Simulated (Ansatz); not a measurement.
The parent structure is InAs in the zinc blende structure (space group F-43m, No. 216; a = 6.186 Å).

(Cell as relaxed with PBE.)

Levels (all Ansatz, a first-principles code, PAW): PBE (420 eV, no spin-orbit coupling); PBEsol (420 eV, scalar-relativistic without spin-orbit coupling).

Each level relaxes its own structure.

```json
[
 {"base": "volume per atom", "PBE": "29.59 Å³", "PBEsol": "28.19 Å³"},
 {"base": "lattice parameter a", "PBE": "11.690 bohr", "PBEsol": "11.503 bohr"},
 {"base": "band gap", "PBE": "zero", "PBEsol": "zero"}
]
```

Now apply this change: Sb takes the place of As on all its sites, then cell and atoms are relaxed.

```tsv
quantity	PBE	PBEsol
shortest interatomic distance	5.430 bohr	5.334 bohr
band gap	zero	zero
```

PBE's shortest interatomic distance lies 0.0955 bohr above PBEsol's (1.8 %); the two agree on the band gap. Neither level is exact; PBEsol is the comparison here, not a measurement.

Spin-orbit coupling, missing from the scalar runs, can matter with Sb. No phonon test of stability was made. The final runs are not spin-polarised. The zero or small gap of InSb and InAs can change with the level of theory.
